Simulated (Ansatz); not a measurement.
# A computed series for TiAs: response to strain

Consider TiAs (space group P6_3/mmc, No. 194; a = 3.599 Å, c = 11.961 Å). Axes: x lies along a and z along c of the hexagonal cell.

Strains are applied to the cell and any free atomic positions relax; under biaxial strain the out-of-plane vector relaxes too.

Computed with Ansatz (a quantum-chemistry and plane-wave program) PBEsol, spin-orbit coupling left out.

Notes on the quantities. pressure: mean of the normal stresses, compression positive.

```csv
variant,volume per atom,pressure,space group
base,16.77 Å³,0.0 GPa,P6_3/mmc (No. 194)
"biaxial strain +3.85 %, plane normal [001], relaxed out of plane",17.49 Å³,-4.5 GPa,P6_3/mmc (No. 194)
isotropic strain −5.69 %,14.07 Å³,33.2 GPa,P6_3/mmc (No. 194)
tensor shear ε_yz = +1.23 %,16.77 Å³,0.1 GPa,C2/m (No. 12)
```

Without a gap, meshes like the base's 15×15×4 leave anisotropic stresses uncertain by several tenths of a GPa, and small strain energies with them. No phonon test of stability was made. The final runs are not spin-polarised.
